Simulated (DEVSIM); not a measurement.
Structure: Schottky contact on p-type In0.53Ga0.47As, at 250 K.

```tsv
layer (left to right)	material	thickness (μm)	Na (cm⁻³)	τn (s)	τp (s)
1	In0.53Ga0.47As	7.80	3.1e15	4.3e-9	4.3e-9
2	In0.53Ga0.47As	49.0	3e17	4.3e-9	4.3e-9
```

Left contact: Schottky, work function 4.66 eV, emission velocity 5.6e6 cm/s. Right contact: ohmic. Voltage is applied to the left contact. Recombination: SRH at mid-gap, radiative, Auger. Mobility is constant in doping.

The device is made up for the run: typed textbook-type constants, with dimensions and the other settings drawn at random. Values at 300 K; Nc and Nv go as T^1.5, mobilities as T to minus their exponent, the gap by Varshni's rule with the affinity fixed.

| parameter | In0.53Ga0.47As |
|---|---|
| gap (eV) | 0.74 |
| affinity (eV) | 4.51 |
| permittivity | 13.9 |
| Nc (cm⁻³) | 2.1e17 |
| Nv (cm⁻³) | 7.7e18 |
| μn (cm²/Vs) | 12000 |
| μp (cm²/Vs) | 300 |
| T exponent of μn | 1.6 |
| T exponent of μp | 1.6 |
| B (cm³/s) | 9.6e-11 |
| Cn (cm⁶/s) | 5e-29 |
| Cp (cm⁶/s) | 5e-29 |
| Varshni α (eV/K) | 0.00035 |
| Varshni β (K) | 190 |

Simulated with DEVSIM: 1D drift-diffusion, Boltzmann statistics, complete ionisation; no tunnelling, impact ionisation, image-force lowering or self-heating. Metal contacts follow the ideal Schottky-Mott rule: no Fermi-level pinning, no interface dipoles.

Q: Tabulate band edges, carrier densities and field at -1.15 V on the left contact.

A: Energies count from the Fermi level of the right contact; mesh points crowd at the junctions.

```
x (μm)   Ec (eV)  Ev (eV)  n (cm⁻³)  p (cm⁻³)  field (V/cm)
-------  -------  -------  --------  --------  ------------
0.000      1.300    0.545    7.1e13    2.3e14          2500
0.04520    1.308    0.553    4.5e13    1.1e15          1000
0.1671     1.307    0.552    2.9e13    2.7e15          -690
0.5248     1.272    0.518    2.7e13    3.1e15         -1000
2.247      1.097    0.342    2.7e13    3.1e15         -1000
5.312      0.786    0.031    2.1e14    3.3e15          -900
6.949      0.707   -0.048    6.7e15    9.8e15          -210
7.604      0.696   -0.059    1.1e16    1.4e16          -130
7.747      0.699   -0.056    9.8e15    1.9e16          1800
7.797      0.733   -0.021    1.9e15    9.9e16         19000
7.837      0.757    0.003    6.4e14    3.0e17           180
8.022      0.757    0.003    6.3e14    3.0e17           -12
8.485      0.757    0.002    6.1e14    3.0e17           -12
9.741      0.755    0.000    5.6e14    3.0e17           -12
15.97      0.747   -0.007    3.8e14    3.0e17           -13
30.48      0.728   -0.027    1.5e14    3.0e17           -14
47.61      0.704   -0.051    4.4e13    3.0e17           -14
53.63      0.695   -0.060    1.7e13    3.0e17           -14
56.03      0.692   -0.063    4.3e12    3.0e17           -14
56.55      0.691   -0.064    1.4e12    3.0e17           -14
56.73      0.691   -0.064    4.1e11    3.0e17           -14
56.80      0.691   -0.064      1900    3.0e17           -14
```
